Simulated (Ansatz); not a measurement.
Functionals compared on F on the 1x1 (100) surface of monoclinic HfO2 (cut with top plane 2 O), one in a 1x1 cell, started at the site 'hollow O-O-O', in Ansatz (plane waves, PAW). The structure was relaxed with PBE; the other rows are single points on it, each with its references at the same level. Cutoff 420 eV (500 eV for r2SCAN). The points keep PBE's geometry, so the relaxation of a polaron and the settling of charge on one site are left out.

Host crystal: monoclinic HfO2, with a band gap (PBE, scalar-relativistic without spin-orbit coupling).

Model: 25-atom slab, 9.3 Å thick at the start under the adsorbate (thin: gaps and levels are the slab's own), 4x4x1 mesh, Fermi-Dirac 0.01 eV, dipole correction, 12 atoms held, the rest relaxed; no symmetry held; spin-polarised, ending with about 1.0 μB a cell, a value that depends on the mesh; orders that need a larger cell were not tried, no spin-orbit, no U, no dispersion correction. The slab shows no gap over 0.04 eV on its mesh. At the end it is bonded to Hf. In PBE it is, or lies within 0.03 eV of, the lowest of the starts that converged. These notes are the PBE run's. r2SCAN: The program's check for a lower electronic state was not made. Adsorption energies are against ½ F2(g). A negative adsorption energy means that the adsorbate is more stable on the surface than in its reference.

```json
[
 {"functional": "PBE", "adsorption energy (eV)": "-1.81", "work function of the top face (eV)": "8.85", "rough cost of the single point": "–"},
 {"functional": "RPBE", "adsorption energy (eV)": "___", "work function of the top face (eV)": "___", "rough cost of the single point": "about 9 core-minutes (a rough figure)"},
 {"functional": "r2SCAN", "adsorption energy (eV)": "-1.94", "work function of the top face (eV)": "9.08", "rough cost of the single point": "around 19 core-minutes (rough)"}
]
```

Question: Fill in the missing entries.

Answer: 
- RPBE, adsorption energy (eV): -1.75
- RPBE, work function of the top face (eV): 8.72

Ansatz is a program for electronic structure.
